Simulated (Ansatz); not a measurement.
The starting structures come from a database of crystals and need not be the phases stable at ambient conditions.

 Where the default PAW files enter, the runs use the earlier of Ansatz's two default sets.

Crystal: Li$_{2}$ZrN$_{2}$ (P-3m1, not sure to be the ambient phase, 5 atoms a cell, 10.1 Å³ an atom); planes in its conventional cell.

Level of theory: r2SCAN (plane waves, PAW; Ansatz, a first-principles code).

The gap is the functional's own. No spin-orbit coupling. Mid-gap values are interpolated on the energy grid.

```
plane  area of the cell (Å²)  mid-gap κ (1/Å)  largest κ in the gap (1/Å)
-----  ---------------------  ---------------  --------------------------
(001)                    9.3             0.31                        0.34
(100)                   17.8       (withheld)                  (withheld)
(110)                   30.9       (withheld)                  (withheld)
(111)                   32.2       (withheld)                  (withheld)
```

Task: The slowest decay depends on the direction. Supply the withheld values.

Result: 
- (100), mid-gap κ (1/Å): 0.23
- (100), largest κ in the gap (1/Å): 0.25
- (110), mid-gap κ (1/Å): 0.23
- (110), largest κ in the gap (1/Å): 0.23
- (111), mid-gap κ (1/Å): 0.23
- (111), largest κ in the gap (1/Å): 0.24
